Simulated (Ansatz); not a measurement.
Band structure of SrYMg6 (Amm2, 8 atoms in the cell).

```yaml
crystal:
  lattice:
    - [5.26014, 0.00000, 0.00000]
    - [0.00000, 3.54636, 5.84394]
    - [0.00000, -3.54636, 5.84394]
  atoms:
    - { symbol: Sr, position: [0.00000, 0.59812, 0.59812] }
    - { symbol: Y, position: [0.50000, 0.90393, 0.90393] }
    - { symbol: Mg, position: [0.50000, 0.38620, 0.94212] }
    - { symbol: Mg, position: [0.50000, 0.94212, 0.38620] }
    - { symbol: Mg, position: [0.50000, 0.40582, 0.40582] }
    - { symbol: Mg, position: [0.00000, 0.10925, 0.57149] }
    - { symbol: Mg, position: [0.00000, 0.57149, 0.10925] }
    - { symbol: Mg, position: [0.00000, 0.08308, 0.08308] }
```

Computed with LDA (PW92), PAW files made with PBE (plane waves; Ansatz, a first-principles code).

Settings: basis.ecutwfc = 30.9 Ry; kpoints.mp_grid.grid = 4 3 3; hamiltonian.xc = lda; hamiltonian.pseudopotentials = {kind: paw} (the program's default PAW files); scf.occupations.method = fermi_dirac; scf.occupations.width = 0.0073 Ry; kpoints.band_path.npoints = 8.

The starting cell comes from a database of computed structures (which also holds hypothetical and non-ambient phases and stackings), without a prior relaxation at this level.

Levels in eV from the Fermi level, bands 37 to 44:
```json
[
 {"point": "Γ", "37": "-1.68", "38": "-1.59", "39": "-1.03", "40": "-0.59", "41": "0.11", "42": "0.56", "43": "0.63", "44": "1.35"},
 {"point": "X", "37": "-1.02", "38": "-0.69", "39": "-0.47", "40": "0.14", "41": "0.23", "42": "0.42", "43": "0.44", "44": "0.54"},
 {"point": "S", "37": "-0.72", "38": "-0.54", "39": "-0.20", "40": "0.06", "41": "0.16", "42": "0.32", "43": "0.53", "44": "0.69"},
 {"point": "R", "37": "-1.68", "38": "-1.68", "39": "-1.25", "40": "-1.13", "41": "0.15", "42": "0.41", "43": "1.19", "44": "1.49"},
 {"point": "A", "37": "-2.68", "38": "-2.66", "39": "-0.23", "40": "-0.10", "41": "0.10", "42": "0.21", "43": "0.96", "44": "1.01"},
 {"point": "Z", "37": "-1.49", "38": "-1.47", "39": "-0.62", "40": "-0.48", "41": "-0.42", "42": "-0.33", "43": "-0.28", "44": "-0.25"},
 {"point": "Y", "37": "-0.54", "38": "-0.51", "39": "-0.25", "40": "0.03", "41": "0.05", "42": "0.27", "43": "0.47", "44": "0.82"},
 {"point": "X1", "37": "-1.02", "38": "-0.69", "39": "-0.47", "40": "0.14", "41": "0.23", "42": "0.42", "43": "0.44", "44": "0.54"},
 {"point": "A1", "37": "-2.68", "38": "-2.66", "39": "-0.23", "40": "-0.10", "41": "0.10", "42": "0.21", "43": "0.96", "44": "1.01"},
 {"point": "T", "37": "-1.91", "38": "-1.88", "39": "-1.29", "40": "-1.20", "41": "0.30", "42": "0.70", "43": "1.33", "44": "1.47"}
]
```

Bands cross the Fermi level along this path, so the cell is metallic at this level.

Keys are those of Ansatz 0.2.
